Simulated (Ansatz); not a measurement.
CdS (Fm-3m, No. 225, 4 atoms in the cell; start mp-1181862; high-pressure phase), treated with HSE06+SOC in Ansatz (plane waves, PAW).

Numerical settings: plane-wave cutoff 460 eV, 6×6×6 k mesh, Fermi–Dirac smearing 0.01 eV, PAW data made under PBE.

Cell (relaxed with PBEsol):

```xyz
4
Lattice="3.8164 0.0000 0.0000 0.0000 5.3970 0.0000 0.0000 0.0000 3.8163" Properties=species:S:1:pos:R:3 pbc="T T T"
Cd     1.9082     2.6985     0.9538
Cd     0.0000     0.0000     2.8625
S      1.9082     0.0000     0.9542
S      0.0000     2.6985     2.8622
```

### Question
Estimate the band gap and smallest direct gap on the k points sampled that the calculation returns.

### Answer

- band gap = 1.23 eV (on the SCF k mesh) (indirect)
- smallest direct gap on the k points sampled = 2.06 eV

Note: cell and atoms aren't relaxed at this level (pressure 2.6 GPa).

The computed numbers hold no vibrational or temperature effects.

A start named mp-… is a Materials Project structure, which need not be a measured phase.

Ansatz is a quantum-chemistry and plane-wave program.
